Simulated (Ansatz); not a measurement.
Worked example: self-consistent single point of Cu2HgGeSe4 (Fmm2, 8 atoms in the cell) in Ansatz (a program for electronic structure).

Level of theory: PBEsol, default PAW files made with PBE (plane waves; Ansatz).

The change in words: lattice scaled by 0.98; kpoints.mp_grid.grid: 4 4 4 → 9 9 9; scf.occupations.width: 0.1 eV → 0.05 eV. Reference geometry:
```xyz
8
Lattice="-2.9218 2.9218 5.5863 2.9218 -2.9218 5.5863 2.9218 2.9218 -5.5863" Properties=species:S:1:pos:R:3 pbc="T T T"
Cu     0.0000     2.9218     2.7931
Cu     2.9218     0.0000     2.7931
Ge     0.0000     0.0000     5.6363
Hg     0.0000     0.0000     0.0000
Se     1.5795     1.5795     1.5361
Se    -1.3423     1.3423     4.0502
Se     1.3423     1.3423     7.1224
Se     1.3423    -1.3423     4.0502
```

Reference input (self-consistent single point, DFT, PBEsol, plane waves, default PAW files made with PBE): basis.ecutwfc = 420 eV; kpoints.mp_grid.grid = 4 4 4; hamiltonian.xc = pbesol; hamiltonian.pseudopotentials = {kind: paw} (the program's default PAW files); scf.occupations.method = gaussian; scf.occupations.width = 0.1 eV. This run's input differs from it in these lines:

Ansatz 0.2 input:
```diff
@@ -2,5 +2,5 @@
   lattice:
-    - [-2.92178300, 2.92178300, 5.58626100]
-    - [2.92178300, -2.92178300, 5.58626100]
-    - [2.92178300, 2.92178300, -5.58626100]
+    - [-2.86334700, 2.86334700, 5.47453600]
+    - [2.86334700, -2.86334700, 5.47453600]
+    - [2.86334700, 2.86334700, -5.47453600]
   atoms:
@@ -17,3 +17,3 @@
 kpoints:
-  mp_grid: { grid: [4, 4, 4] }
+  mp_grid: { grid: [9, 9, 9] }
 hamiltonian:
@@ -22,3 +22,3 @@
 scf:
-  occupations: { method: gaussian, width: 0.1 }
+  occupations: { method: gaussian, width: 0.05 }
 output:
```

Output, abridged:

```
SCF iter   1: F=—  HF=-52797.713863 eV  |F-HF|=—  |Δ(HF+E_count)|=         —  Δρ=7.35e-3  dr2=6.32e-2  ethr=1.77e-3  ⟨swp⟩=6.0  Hψ=36857  notcnv=0  defer=20
all-band conjugate gradients solve this SCF's bands
preconditioner: auto → Resta (q_TF=auto, 2.605 Å⁻¹)
SCF iter   2: F=—  HF=-52797.715397 eV  |F-HF|=—  |Δ(HF+E_count)|=   1.53e-3  Δρ=7.19e-3  dr2=6.52e-2  ethr=4.64e-5  ⟨swp⟩=2.0  Hψ=20979  notcnv=0  defer=1021
   [... lines left out ...]
SCF iter   6: F=—  HF=-52797.700840 eV  |F-HF|=—  |Δ(HF+E_count)|=   2.02e-5  Δρ=4.38e-5  dr2=4.58e-6  ethr=4.16e-8  ⟨swp⟩=2.0  Hψ=13730  notcnv=0  defer=1020
SCF iter   7: F=—  HF=-52797.700842 eV  |F-HF|=—  |Δ(HF+E_count)|=   2.54e-6  Δρ=2.58e-5  dr2=1.15e-6  ethr=3.37e-9  ⟨swp⟩=2.0  Hψ=13729  notcnv=0  defer=1020
SCF iter   8: F=—  HF=-52797.700842 eV  |F-HF|=—  |Δ(HF+E_count)|=   3.70e-7  Δρ=1.02e-5  dr2=1.82e-7  ethr=8.46e-10  ⟨swp⟩=2.0  Hψ=13730  notcnv=0  defer=1020
SCF iter   9: F=-52797.700842 eV  HF=-52797.700842 eV  |F-HF|=5.76e-9  |Δ(HF+E_count)|=   5.97e-8  Δρ=1.72e-6  dr2=6.08e-9  ethr=7.35e-11  ⟨swp⟩=9.1  Hψ=45485  notcnv=0
SCF 1 converged in 9 iterations: F = -52797.700842 eV  dr2 = 6.08e-9
Free energy (F): -52797.700842 eV
Internal energy: -52797.700693 eV  (E = F + TS)
E sigma→0 (E₀):  -52797.700768 eV
Entropy (-TS):   -0.000150 eV (-0.019 meV/atom)
Fermi energy:    9.524537 eV
--- Forces (eV/Å), atoms counted from 1 ---
  atom   1  Cu     0.00000000     0.00000000     0.04656267
  atom   2  Cu     0.00000000     0.00000000     0.04656267
  atom   3  Ge     0.00000000    -0.00000000    -0.63727710
  atom   4  Hg     0.00000000    -0.00000000    -0.10035102
  atom   5  Se    -0.21575270    -0.21575270     0.27038503
  atom   6  Se    -0.00293198     0.00293198     0.05186674
  atom   7  Se     0.21575270     0.21575270     0.27038503
  atom   8  Se     0.00293198    -0.00293198     0.05186674
--- Stress (GPa, compression-positive) ---
        0.986453       0.512358       0.000000
        0.512358       0.986453      -0.000000
        0.000000      -0.000000       1.060534
  P = ⅓ Tr σ = 1.0111 GPa (10.111 kbar)
  The stress holds the Pulay correction. Without it, at fixed plane waves, as pw.x and ABINIT print it: P = 0.9761 GPa
```

The run converged in 9 iterations. Against the reference run the free energy drops by 9.1 meV/atom, the pressure goes from -2.67 to 1.01 GPa and the largest force goes from 0.539 to 0.637 eV/Å.

The starting cell comes from a database of computed structures (which also holds hypothetical and non-ambient phases and stackings), without a prior relaxation at this level. Its lattice was rescaled by up to half a per cent. One atom was moved a little off its site on purpose. For this run, on top of that: lattice scaled by 0.98. Spin polarisation is off. Ansatz's pressure includes its estimate of the finite-basis (Pulay) stress. The run gives no clean gap (levels at the Fermi energy touch, overlap or are partly filled at this smearing), which alone does not show that the compound is a metal.

Cost on one core of a shared machine: roughly 3 min.
